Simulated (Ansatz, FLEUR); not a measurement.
A FLEUR input for a self-consistent single point of Li2Se (Fm-3m, 3 atoms in the cell) (DFT, PBE, all-electron FLAPW (FLEUR), scalar-relativistic valence):

Input of the input generator:

```
Li2Se crystal
&input film=f /
0.0000000000 0.7071067812 0.7071067812
0.7071067812 0.0000000000 0.7071067812
0.7071067812 0.7071067812 0.0000000000
7.9534097737
1.0 1.0 1.0

3
3 0.7500000000 0.7500000000 0.7500000000
3 0.2500000000 0.2500000000 0.2500000000
34 0.0000000000 0.0000000000 0.0000000000

&comp jspins=1 /
&kpt div1=7 div2=7 div3=7 /
&end /
```

```xml
<?xml version="1.0" encoding="UTF-8" standalone="no"?>
<fleurInput fleurInputVersion="0.39">
   <comment>
      Li2Se crystal                                                                                       
   </comment>
   <calculationSetup>
      <cutoffs Kmax="3.8" Gmax="15.2" GmaxXC="15.2" numbands="0"/>
      <scfLoop itmax="60" minDistance="0.00001" maxIterBroyd="15" imix="Anderson" alpha="0.05" precondParam="0.0" spinf="2.0"/>
      <coreElectrons ctail="T" frcor="F" kcrel="0" coretail_lmax="0"/>
      <xcFunctional name="pbe" relativisticCorrections="F"/>
      <magnetism jspins="1"/>
      <soc l_soc="F" theta="0.0" phi="0.0" spav="F"/>
      <expertModes spex="0" secvar="F"/>
      <geometryOptimization l_f="T" forcealpha="1.0" forcemix="BFGS" epsdisp="0.00001" epsforce="0.00001"/>
      <ldaU l_linMix="F" mixParam="0.05" spinf="1.0"/>
   </calculationSetup>
   <cell>
      <bzIntegration valenceElectrons="18.0" mode="hist" fermiSmearingEnergy="0.00036749">
         <kPointListSelection listName="default-1"/>
         <!-- k-points included here -->
         <xi:include xmlns:xi="http://www.w3.org/2001/XInclude" href="kpts.xml"> </xi:include>
      </bzIntegration>
      <!-- symmetry operations included here -->
      <xi:include xmlns:xi="http://www.w3.org/2001/XInclude" href="sym.xml"> </xi:include>
      <bulkLattice scale="1.0">
         <bravaisMatrix>
            <row-1>    0.0000000000000000     5.6239099846456275     5.6239099846456275</row-1>
            <row-2>    5.6239099846456275     0.0000000000000000     5.6239099846456275</row-2>
            <row-3>    5.6239099846456275     5.6239099846456275     0.0000000000000000</row-3>
         </bravaisMatrix>
      </bulkLattice>
   </cell>
   <atomSpecies>
      <species name="Lithium (Li)" element="Li" atomicNumber="3">
         <mtSphere radius="1.64" gridPoints="565" logIncrement="0.017"/>
         <atomicCutoffs lmax="6" lnonsphr="4"/>
         <electronConfig flipSpins="F">
            <coreConfig>(1s1/2)</coreConfig>
            <valenceConfig>(2s1/2)</valenceConfig>
            <stateOccupation state="(2s1/2)" spinUp="0.5" spinDown="0.5"/>
         </electronConfig>
         <energyParameters s="2" p="2" d="3" f="4"/>
      </species>
      <species name="Selenium (Se)" element="Se" atomicNumber="34">
         <mtSphere radius="2.68" gridPoints="925" logIncrement="0.014"/>
         <atomicCutoffs lmax="10" lnonsphr="8"/>
         <electronConfig flipSpins="F">
            <coreConfig>(1s1/2) (2s1/2) (2p1/2) (2p3/2) (3s1/2) (3p1/2) (3p3/2)</coreConfig>
            <valenceConfig>(4s1/2) (3d3/2) (3d5/2) (4p1/2) (4p3/2)</valenceConfig>
            <stateOccupation state="(4p1/2)" spinUp="0.6666666666667" spinDown="0.6666666666667"/>
            <stateOccupation state="(4p3/2)" spinUp="1.3333333333333" spinDown="1.3333333333333"/>
         </electronConfig>
         <energyParameters s="4" p="4" d="3" f="4"/>
         <lo type="HELO" l="2" n="4" eDeriv="0"/>
      </species>
   </atomSpecies>
   <atomGroups>
      <atomGroup species="Lithium (Li)">
         <relPos label="                   1">-1.000/4.000 -1.000/4.000 -1.000/4.000</relPos>
         <relPos label="                   2">1.000/4.000 1.000/4.000 1.000/4.000</relPos>
         <force calculate="T" relaxXYZ="TTT"/>
      </atomGroup>
      <atomGroup species="Selenium (Se)">
         <relPos label="                   3">.0000000000 .0000000000 .0000000000</relPos>
         <force calculate="T" relaxXYZ="TTT"/>
      </atomGroup>
   </atomGroups>
   <output dos="F" band="F" slice="F">
      <checks vchk="F" cdinf="F"/>
      <bandDOS minEnergy="-.5*Htr" maxEnergy="0.5*Htr" sigma="0.015" storeEVData="T"/>
      <vacuumDOS vacdos="F" integ="F" star="F" nstars="0" locx1="0.0" locy1="0.0" locx2="0.0" locy2="0.0" nstm="0" tworkf="0.0"/>
      <unfoldingBand unfoldBand="F" supercellX="1" supercellY="1" supercellZ="1"/>
      <plotting iplot="0" polar="F">
         <plot TwoD="T" vec1="  1.0  0.0  0.0" vec2="  0.0  1.0  0.0" vec3="  0.0  0.0  1.0" zero="  0.0  0.0  0.0" file="plot"/>
      </plotting>
      <chargeDensitySlicing numkpt="0" minEigenval="0.0" maxEigenval="0.0" nnne="0" pallst="F"/>
      <specialOutput eonly="F"/>
      <magneticCircularDichroism mcd="F" energyLo="-10.0" energyUp="0.0"/>
   </output>
  <!-- We include the file relax.xml here to enable relaxations (see documentation) -->
  <xi:include xmlns:xi="http://www.w3.org/2001/XInclude" href="relax.xml"> <xi:fallback/> </xi:include>
</fleurInput>
```

Q: Write the same calculation as an input for Ansatz (a quantum-chemistry and plane-wave program).

A: This is the input that was run; spellings and numerical settings could be chosen otherwise.

Ansatz 0.2 input:
```yaml
# Li2Se
crystal:
  lattice:
    - [0.000000, 2.976045, 2.976045]
    - [2.976045, 0.000000, 2.976045]
    - [2.976045, 2.976045, 0.000000]
  atoms:
    - { symbol: Li, position: [0.750000, 0.750000, 0.750000] }
    - { symbol: Li, position: [0.250000, 0.250000, 0.250000] }
    - { symbol: Se, position: [0.000000, 0.000000, 0.000000] }
kpoints:
  mp_grid: { grid: [7, 7, 7] }
hamiltonian:
  xc: pbe
  pseudopotentials: { kind: paw }
scf:
  occupations: { method: fermi_dirac, width: 0.01 }
output:
  forces: true
  eigenvalues: true
  stress: true
```

Basis, cutoffs, solver keys and any potentials are the target program's own. This input uses DFT, PBE, plane waves, default PAW files. Both were run: gap on the mesh 3.236 eV in FLEUR and 3.097 in Ansatz.

On FLEUR: the starting cell comes from a database of computed structures (which also holds hypothetical and non-ambient phases and stackings), without a prior relaxation at this level. Values depend on the basis (sphere radii, cutoffs, local orbitals), which need not be converged.

On Ansatz: the starting cell comes from a database of computed structures (which also holds hypothetical and non-ambient phases and stackings), without a prior relaxation at this level. Another mesh or the band path of this cell gives a smaller gap, so this value is not converged in the mesh.
